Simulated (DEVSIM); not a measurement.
Device: illuminated Si p-on-n cell, one wavelength, at 400 K.

Layer 1 from the left is Si, thickness (μm) 0.0740, Na (cm⁻³) 6.7e17, τn (s) 3.6e-5, τp (s) 1.2e-6, absorption coefficient (cm⁻¹) 11000. Layer 2 from the left is Si, thickness (μm) 160, Nd (cm⁻³) 1.3e15, τn (s) 3.8e-5, τp (s) 3.8e-5, absorption coefficient (cm⁻¹) 11000.

Left contact: ohmic, minority electron recombination velocity 2e5 cm/s. Right contact: ohmic, minority hole recombination velocity 1000 cm/s. Voltage is applied to the left contact. Recombination: SRH at mid-gap, radiative, Auger. Light enters at the left, 4.2e17 photons cm⁻² s⁻¹, one pass, no reflection. Mobility is constant in doping.

Constants are typed, rounded textbook-type inputs, not results; the design itself was drawn at random and stands for no fabricated device. Values at 300 K; Nc and Nv go as T^1.5, mobilities as T to minus their exponent, the gap by Varshni's rule with the affinity fixed.

Si: gap (eV) 1.124, affinity (eV) 4.05, permittivity 11.7, Nc (cm⁻³) 2.86e19, Nv (cm⁻³) 3.1e19, μn (cm²/Vs) 1417, μp (cm²/Vs) 470, T exponent of μn 2.3, T exponent of μp 2.2, B (cm³/s) 4.7e-15, Cn (cm⁶/s) 2.8e-31, Cp (cm⁶/s) 9.9e-32, Varshni α (eV/K) 0.000473, Varshni β (K) 636.

Model (solved in DEVSIM): 1D drift-diffusion, Boltzmann statistics, complete ionisation; no tunnelling, impact ionisation, image-force lowering or self-heating.

Problem. What does the simulation give for the short-circuit current, the share of generated pairs collected at short circuit, the dark forward voltage at 100 A/cm², the open-circuit voltage?

Solution. short-circuit current 67.0 mA/cm²; share of generated pairs collected at short circuit 0.995; dark forward voltage at 100 A/cm² 0.992 V; open-circuit voltage 0.342 V.
